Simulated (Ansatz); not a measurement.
Worked example: self-consistent single point of NaAu₂ (R3m, 6 atoms in the cell) in Ansatz (a first-principles code).

Computed with PBEsol, default PAW files made with PBE (plane waves; Ansatz).

```xyz
6
Lattice="0.0000 3.9329 3.9329 3.9329 0.0000 3.9329 3.9329 3.9329 0.0000" Properties=species:S:1:pos:R:3 pbc="T T T"
Na     5.9282     5.9282     5.9282
Na     3.9329     3.9329     3.9329
Au     2.9497     0.9832     2.9497
Au     0.9832     0.9832     0.9832
Au     0.9832     2.9497     2.9497
Au     2.9497     2.9497     0.9832
```

Reference input (self-consistent single point, DFT, PBEsol, plane waves, default PAW files made with PBE): basis.ecutwfc = 420 eV; kpoints.mp_grid.grid = 7 7 7; hamiltonian.xc = pbesol; hamiltonian.pseudopotentials = {kind: paw} (the program's default PAW files); scf.occupations.method = fermi_dirac; scf.occupations.width = 0.1 eV. This run's input differs from it in these lines:

Ansatz 0.2 input:
```diff
@@ -16,3 +16,3 @@
 kpoints:
-  mp_grid: { grid: [7, 7, 7] }
+  mp_grid: { grid: [12, 12, 12] }
 hamiltonian:
@@ -21,3 +21,3 @@
 scf:
-  occupations: { method: fermi_dirac, width: 0.1 }
+  occupations: { method: methfessel_paxton, width: 0.5 }
 output:
```

The program printed (abridged):

```
SCF iter   1: F=—  HF=-54982.031259 eV  |F-HF|=—  |Δ(HF+E_count)|=         —  Δρ=4.05e-3  dr2=1.90e-2  ethr=1.77e-3  ⟨swp⟩=6.4  Hψ=38167  notcnv=0
all-band conjugate gradients solve this SCF's bands
preconditioner: auto → LDOS
SCF iter   2: F=—  HF=-54982.033297 eV  |F-HF|=—  |Δ(HF+E_count)|=   2.04e-3  S|Δr|=    0.00e0  Δρ=3.86e-3  dr2=1.64e-2  ethr=2.02e-5  ⟨swp⟩=2.1  Hψ=20585  notcnv=0
SCF iter   3: F=—  HF=-54982.027941 eV  |F-HF|=—  |Δ(HF+E_count)|=   5.36e-3  S|Δr|=    0.00e0  Δρ=4.03e-4  dr2=1.98e-4  ethr=1.75e-5  ⟨swp⟩=2.0  Hψ=15959  notcnv=0
SCF iter   4: F=—  HF=-54982.027897 eV  |F-HF|=—  |Δ(HF+E_count)|=   4.41e-5  S|Δr|=    0.00e0  Δρ=8.13e-5  dr2=3.15e-6  ethr=2.11e-7  ⟨swp⟩=2.0  Hψ=18637  notcnv=0
SCF iter   5: F=—  HF=-54982.027936 eV  |F-HF|=—  |Δ(HF+E_count)|=   3.93e-5  S|Δr|=    0.00e0  Δρ=1.79e-5  dr2=1.68e-7  ethr=3.35e-9  ⟨swp⟩=2.2  Hψ=17209  notcnv=0
SCF iter   6: F=-54982.027936 eV  HF=-54982.027936 eV  |F-HF|=4.00e-9  |Δ(HF+E_count)|=   1.47e-7  S|Δr|=    0.00e0  Δρ=3.01e-6  dr2=8.94e-9  ethr=1.06e-10  ⟨swp⟩=9.9  Hψ=49136  notcnv=0
SCF 1 converged in 6 iterations: F = -54982.027936 eV  dr2 = 8.94e-9
Stability not checked (fill_not_monotonic)
Free energy (F): -54982.027936 eV
Internal energy: -54982.023814 eV  (E = F + TS)
E sigma→0 (E₀):  -54982.026906 eV
Entropy (-TS):   -0.004123 eV (-0.687 meV/atom)
Fermi energy:    12.514596 eV
--- Forces (eV/Å), atoms counted from 1 ---
  atom   1  Na    -0.04667270    -0.04667270    -0.04667270
  atom   2  Na     0.01266150     0.01266150     0.01266150
  atom   3  Au     0.00835580     0.01813547     0.00835580
  atom   4  Au    -0.00087862    -0.00087862    -0.00087862
  atom   5  Au     0.01813547     0.00835580     0.00835580
  atom   6  Au     0.00835580     0.00835580     0.01813547
--- Stress (GPa, compression-positive) ---
       -2.060611      -0.002992      -0.002992
       -0.002992      -2.060611      -0.002992
       -0.002992      -0.002992      -2.060611
  P = ⅓ Tr σ = -2.0606 GPa (-20.606 kbar)
  The stress holds the Pulay correction. Without it, at fixed plane waves, as pw.x and ABINIT print it: P = -2.0886 GPa
```

The run converged in 6 iterations. Against the reference run the free energy goes up by 9.8 meV/atom, the pressure hardly changes (-2.10 to -2.06 GPa) and the largest force stays at 0.081 eV/Å.

The starting cell comes from a database of computed structures (which also holds hypothetical and non-ambient phases and stackings), without a prior relaxation at this level. Its lattice was rescaled by up to half a per cent. One atom was moved a little off its site on purpose. Spin-orbit coupling is off. Ansatz's pressure includes its estimate of the finite-basis (Pulay) stress.

Cost on one core of a shared machine: roughly 2 min.
